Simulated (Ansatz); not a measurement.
# A constructed model of the (100) surface of fcc Cu, a pseudomorphic layer of Si in the host's stacking (bottom of the slab: a bare face, its two planes held)

Calculation: PBE (plane waves to 420 eV, PAW; Ansatz, a quantum-chemistry and plane-wave program).

Model: 7-atom slab, 10.9 Å thick at the start, 15x15x1 mesh, Fermi-Dirac 0.1 eV, dipole correction, 2 atoms held, the rest relaxed; symmetry of the start imposed; no spin, no spin-orbit, no U. It is one candidate, not shown to be the stable structure of the face.

* **work function of the top face**: 4.80 eV
* **energy released by relaxation**: 0.016 eV
* **cost**: around 4 core-minutes (rough)
